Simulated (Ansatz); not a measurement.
A free linear chain of Au atoms, relaxed period 5.161 Å, atoms relaxed at each strain.

```csv
strain,energy (meV a period),axial force (nN)
-0.015,+11.4,-0.48
+0.015,+9.9,+0.39
```

These are PBE (plane waves to 420 eV, PAW; Ansatz, an electronic-structure program) values and carry that method's errors. Mesh 1×1×58. No spin polarisation, so a magnetic state wasn't tested. Isolated but for its images some 11 Å away. A hypothetical model. It keeps the symmetry and period of its start, so it need not be a minimum against all distortions. Pairing along the axis, which can open a gap, is among the distortions not tried. Values not marked SOC lack spin–orbit coupling. Buckling under compression is shut out by symmetry and the short period. Energies are free energies at a Fermi–Dirac width of 0.02 eV, from the unstrained cell.

Q: Work out the axial stiffness dF/dε in two ways.

A: From the forces: (+0.39 − (-0.48))/0.030 = 29.0 nN. From the energies: (E₊ + E₋)/(ε² c) = 0.0213 eV/(0.015² × 5.161 Å) = 18.34 eV/Å = 29.4 nN. The two agree to within 2 %.
